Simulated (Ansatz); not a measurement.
Base system: Pt in the fcc (Cu type) structure (space group Fm-3m, No. 225; a = 3.920 Å; relaxed with 0.1 eV smearing). Axes: x, y, z lie along the cube axes.

Method: PBEsol in Ansatz (plane waves to 420 eV, PAW, no spin-orbit coupling).

Before the change:

```
Quantity            Value
---------------  --------
Pressure          0.0 GPa
Volume per atom  15.06 Å³
```

Modification: tensile biaxial strain of 2.50 % in the plane normal to [001], as in epitaxy on a mismatched substrate; the out-of-plane cell vector and the atoms relax.

### Question
Estimate the effect on the pressure.

### Answer
The pressure (mean of the normal stresses, compression positive) goes from zero to -3.3 GPa.

### Question
What does the calculation give for the volume per atom after the change?

### Answer
The volume per atom rises by 0.197 Å³, from 15.06 Å³ to 15.25 Å³.

No phonon test of stability was made. The final runs are not spin-polarised.

Ansatz is a quantum-chemistry and plane-wave program.
